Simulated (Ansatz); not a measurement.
**SnTe (model structure, started from the PtS type, P4₂/mmc, No. 131, 4 atoms in the cell): properties by level of theory**

```tsv
level (code)	lattice parameter a (Å)	c axis length (Å)
PBE (Ansatz)	[?]	[?]
PBEsol (Ansatz)	4.023	[?]
PBE-D3(BJ) (Ansatz)	[?]	[?]
```

Problem. Fill in the missing entries.

Solution. 
- PBE (Ansatz, a quantum-chemistry and plane-wave program), lattice parameter a (Å): 4.191
- PBE (Ansatz), c axis length (Å): 8.804
- PBEsol (Ansatz), c axis length (Å): 8.762
- PBE-D3(BJ) (Ansatz), lattice parameter a (Å): 4.042
- PBE-D3(BJ) (Ansatz), c axis length (Å): 8.855

Ansatz's density-functional and Hartree–Fock values are scalar-relativistic unless marked +SOC, with PAW data made under PBE.

The computed numbers hold no vibrational or temperature effects.

A model structure was made by putting elements into a prototype or built by hand; it is no filed structure, need not be a known phase, and can be a saddle point held by its symmetry.
